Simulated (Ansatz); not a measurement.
Consider a 16-atom cell of (Ru,Os) started in the hexagonal close-packed structure, site fractions Ru 0.250, Os 0.750, short-range order -0.06 among the nearest mixed sites (0 is random, a negative value favours unlike neighbours), space group P1 at the end. Its start:

```xyz
16
Lattice="0.0006 -4.7734 -4.3336 0.0009 4.7736 -4.3338 5.5111 0.0000 4.3328" Properties=species:S:1:pos:R:3 pbc="T T T"
Ru     1.3780    -0.7967    -3.2504
Os     5.5057     1.5897     1.0827
Ru     5.5073    -3.1759     1.0848
Os     4.1331    -0.8041     1.0777
Os     2.7613     1.5825    -3.2472
Os     2.7661    -3.1808    -3.2519
Os     1.3829     3.9840    -3.2517
Ru     4.1339    -0.7941    -3.2482
Os     2.7541    -1.5973    -1.0806
Os     1.3736     0.7991    -1.0814
Os     1.3713     0.7993    -5.4199
Os     0.0009     3.1897    -5.4097
Os     4.1392     0.7936    -1.0777
Ru     4.1359    -3.9808    -1.0884
Os     2.7547     3.1830    -1.0883
Os     0.0022    -1.5892    -5.4269
```

The mixing enthalpy is taken against the end members in the hexagonal close-packed type, relaxed in the same cell and mesh.

Level of theory: r2SCAN (plane waves to 500 eV, PAW; Ansatz, a program for electronic structure). Spin–orbit coupling is left out; the runs are not spin-polarised. Its k-point mesh 6×6×6, Fermi–Dirac width 0.05 eV.

```csv
end member,weight,volume per atom (Å³)
Ru,0.250,13.49
Os,0.750,14.02
```

Predict the alloy's volume, bond lengths and mixing enthalpy.


```
Item                                                                                                   Result
----------------------------------------------------------  -------------------------------------------------
volume per atom                                                                                      13.89 Å³
Os–Os bonds                                                      2.699 Å on average, from 2.663 to 2.737 (53)
Os–Ru bonds                                                      2.697 Å on average, from 2.662 to 2.735 (38)
Ru–Ru bonds                                                       2.707 Å on average, from 2.672 to 2.734 (5)
mixing enthalpy per site of the mixed sublattice                                                       -6 meV
departure of the mean lattice parameter from Vegard's line  under 0.15 %, inside the noise of the relaxations
```
